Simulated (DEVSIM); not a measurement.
Device: abrupt GaAs n-p junction, at 350 K.

```csv
layer (left to right),material,thickness (μm),Nd (cm⁻³),Na (cm⁻³),τn (s),τp (s)
1,GaAs,0.180,2.2e16,-,4.5e-9,4.5e-9
2,GaAs,79.0,-,1.7e14,4.5e-9,4.5e-9
```

Left contact: ohmic. Right contact: ohmic. Voltage is applied to the left contact. Recombination: SRH at mid-gap, radiative. Mobility is constant in doping.

The device is made up for the run: typed textbook-type constants, with dimensions and the other settings drawn at random. Values at 300 K; Nc and Nv go as T^1.5, mobilities as T to minus their exponent, the gap by Varshni's rule with the affinity fixed.

```tsv
parameter	GaAs
gap (eV)	1.424
affinity (eV)	4.07
permittivity	12.9
Nc (cm⁻³)	4.7e17
Nv (cm⁻³)	9e18
μn (cm²/Vs)	8500
μp (cm²/Vs)	400
T exponent of μn	2.1
T exponent of μp	2.2
B (cm³/s)	2e-10
Varshni α (eV/K)	0.000541
Varshni β (K)	204
```

Model (solved in DEVSIM): 1D drift-diffusion, Boltzmann statistics, complete ionisation; no tunnelling, impact ionisation, image-force lowering or self-heating.

The doping Nd of layer 1 was swept, all else fixed.

```
doping Nd of layer 1 (cm^-3)  dark forward voltage at 1 A/cm² (V)  potential step across the device at zero bias (V)  largest field in the device at zero bias (V/cm)
----------------------------  -----------------------------------  -------------------------------------------------  -----------------------------------------------
6.6e14                                                      1.511                                              0.861                                             5900
2.2e15                                                      1.493                                              0.897                                             6300
6.6e15                                                      1.485                                              0.930                                             7100
2.2e16                                                      1.482                                              0.967                                             9900
6.6e16                                                      1.480                                              1.000                                            15000
2.2e17                                                      1.480                                              1.036                                            27000
```

From the first row to the last the dark forward voltage at 1 A/cm² goes from 1.511 to 1.480. From the first row to the last the potential step across the device at zero bias goes from 0.861 to 1.036.
